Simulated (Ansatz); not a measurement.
## Response to strain in Cu3N

The parent structure is Cu$_{3}$N (space group Pm-3m, No. 221).

```yaml
crystal:
  lattice:
    - [3.76478, 0.00000, 0.00000]
    - [0.00000, 3.76478, 0.00000]
    - [0.00000, 0.00000, 3.76478]
  atoms:
    - { symbol: N, position: [0.00000, 0.00000, 0.00000] }
    - { symbol: Cu, position: [0.50000, 0.00000, 0.00000] }
    - { symbol: Cu, position: [0.00000, 0.00000, 0.50000] }
    - { symbol: Cu, position: [0.00000, 0.50000, 0.00000] }
```

Cartesian axes are those of the cell as printed.

Strains are applied to the cell and any free atomic positions relax; under biaxial strain the out-of-plane vector relaxes too; under stress the whole cell relaxes.

Computed with Ansatz (a program for electronic structure) PBEsol, scalar-relativistic without spin-orbit coupling, earlier PAW set.

Notes on the quantities. energy relative to the base: free energy F.

```csv
variant,energy relative to the base,space group,band gap
base,0 meV/atom,Pm-3m (No. 221),zero
"biaxial strain −3.42 %, plane normal [001], relaxed out of plane",+35 meV/atom,P4/mmm (No. 123),zero
"biaxial strain −3.32 %, plane normal [110], relaxed out of plane",+18 meV/atom,Cmmm (No. 65),zero
"biaxial strain −1.22 %, plane normal [110], relaxed out of plane",+2.3 meV/atom,Cmmm (No. 65),zero
"biaxial strain +3.71 %, plane normal [111], relaxed out of plane",+10 meV/atom,R-3m (No. 166),zero
isotropic strain −0.60 %,___,Pm-3m (No. 221),zero
uniaxial strain ε_xx = −2.78 %,+9.9 meV/atom,P4/mmm (No. 123),zero
uniaxial strain ε_zz = +0.84 %,+0.8 meV/atom,P4/mmm (No. 123),zero
"uniaxial stress, 8 GPa tension along z",+13 meV/atom,P4/mmm (No. 123),0.08 eV
"uniaxial stress, 8 GPa compression along z",+8.7 meV/atom,P4/mmm (No. 123),zero
```

Task: Some entries are withheld; estimate them.

Result: 
- isotropic strain −0.60 %, energy relative to the base: +1.8 meV/atom

Stability under load was not tested beyond the relaxation. All final runs are without spin polarisation. Gaps under 0.05 eV, about the width of the smearing, are given as zero. A zero or small gap of Cu3N can be the functional's error rather than a property of the material.
